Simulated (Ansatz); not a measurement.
Softest phonon (cm⁻¹; i marks imaginary) of GaAs in the zinc blende structure at the wave vectors of a 3×3×3 supercell: harmonic, and from the free-energy Hessian of the stochastic self-consistent harmonic approximation. Ansatz (an electronic-structure program), plane waves, PAW; each cell fixed at the static size of its functional, times the isotropic strain in length where given.  Melting and other phases are not modelled, and a real frequency shows local stability alone: a distorted phase can still lie lower.

```json
[
 {"run": "LDA", "V (Å³/atom)": "21.98", "harmonic": "(withheld)", "300 K": "(withheld)", "600 K": "53 ± 0.1"},
 {"run": "PBEsol", "V (Å³/atom)": "22.65", "harmonic": "55", "300 K": "53 ± 0.1", "600 K": "52 ± 0.1"}
]
```

Some entries are withheld; supply them.


- LDA, harmonic: 56
- LDA, 300 K: 54 ± 0.1
